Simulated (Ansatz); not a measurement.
# Amorphous Ti20O42Sn

The cell was made by melting and quenching with the CHGNet potential and then relaxed with DFT. O atoms were pushed apart under 1.9 Å during the dynamics, to hinder bonds among them. The hot cell started wider than the set density and was brought back towards it in steps. It is the lowest in DFT energy of 2 quenches. It is a model cell: composition and starting density were chosen by hand, and all elements were melted together. No dispersion term was used.

Methods: PBE, scalar-relativistic without spin-orbit coupling (Ansatz, a quantum-chemistry and plane-wave program); r2SCAN, scalar-relativistic without spin-orbit coupling (Ansatz); HSE06, scalar-relativistic without spin-orbit coupling (Ansatz). Geometry, pressure, stress and energy are those of the PBE run. Its sampling: a 2×2×2 Γ-centred mesh; Fermi-Dirac width 0.02 eV; no spin polarisation. Other functionals are single points at the zone centre (r2SCAN at 500 eV; exact exchange cut at the cell's faces), free to take moments where seeds were set. At PBE the levels at the filled edge of the gap are localised (band-tail or defect states).

```json
{
 "number_of_atoms_in_the_cell": "63",
 "Density (held, not predicted)": "3.73 g/cm³",
 "volume_per_atom": "83.3 bohr³",
 "Pressure on a 2×2×2 Γ-centred mesh": "-0.26 GPa",
 "Largest force and stress component on that mesh (the relaxation ran on the zone centre alone)": "0.17 eV/Å and 0.3 GPa",
 "Energy relative to anatase TiO2 + rutile SnO2 (lowest mix at this level among the phases computed, not always the ambient ones)": "0.132 eV/atom",
 "Level gap on a 2×2×2 Γ-centred mesh (PBE)": "2.69 eV",
 "Level gap at the zone centre (PBE)": "2.72 eV",
 "Level gap at the zone centre (r2SCAN)": "3.09 eV",
 "Level gap at the zone centre (HSE06)": "4.29 eV"
}
```

Neighbours within Ti-Ti 3.12 Å, Ti-O 2.50 Å, Ti-Sn 3.09 Å, O-O 1.58 Å, O-Sn 2.46 Å, Sn-Sn 3.06 Å count as bonded. Two cations that share two anions don't count as bonded, nor two that share one unless they lie closer than Ti-Ti 3.04 Å, Ti-Sn 3.01 Å, Sn-Sn 2.97 Å.

```json
{
 "Mean coordination of Ti by anions": "5.50 (10 with 5, 10 with 6)",
 "Mean coordination of O": "2.74 (16 with 2, 21 with 3, 5 with 4)",
 "Mean coordination of Sn by anions": "5.00 (1 with 5)",
 "Mean Ti-O bond": "1.973 Å (spread 0.143 Å, 110 counted)",
 "Mean O-Sn bond": "2.048 Å (spread 0.043 Å, 5 counted)"
}
```

Its density started from a set value of 3.73 g/cm³. The simulated quench (nominally 240 K/ps over its main leg) is rapid and tends to freeze in more defects than a deposited or slowly cooled glass has. Values belong to this one cell and scatter from quench to quench. The volume was held where the preparation left it and the shape relaxed, at a PBE pressure of -0.3 GPa (tension). On a 2×2×2 Γ-centred mesh force components of up to 0.17 eV/Å stay, since the relaxation ran on the zone centre alone.
